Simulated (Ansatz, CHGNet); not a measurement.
## CsCl-type AuZn (cubic form, which distorts at low temperature): lattice constant a by level of theory

No measured value is used here.

```csv
level (code),value (Å)
CHGNet 0.3.0 (CHGNet),3.194
LDA (Ansatz),3.096
PBE (Ansatz),3.186
PBE+SOC (Ansatz),3.180
PBEsol (Ansatz),(withheld)
PBEsol+SOC (Ansatz),3.123
PBE-D3(BJ) (Ansatz),3.140
PBE-D4 (Ansatz),(withheld)
r²SCAN (Ansatz),3.149
r²SCAN+SOC (Ansatz),3.143
PBE0 (Ansatz),(withheld)
```

**Question.** Some entries are withheld; supply them.

**Answer.** 
- PBEsol (Ansatz, an electronic-structure program), value (Å): 3.129
- PBE-D4 (Ansatz), value (Å): 3.145
- PBE0 (Ansatz), value (Å): 3.169

Density-functional levels without +SOC have no spin–orbit coupling. LDA, PBE, PBE+SOC, PBEsol, PBEsol+SOC, PBE-D3(BJ), PBE-D4, r²SCAN, r²SCAN+SOC, PBE0: symmetry holds this phase in the static calculation, where it need not be a minimum. Cutoffs and k meshes differ between the levels. Ansatz's density-functional and Hartree–Fock values are scalar-relativistic unless marked +SOC, with PAW data made under PBE.

Machine-learned potentials (CHGNet 0.3.0) are trained on DFT data, which may include these solids.
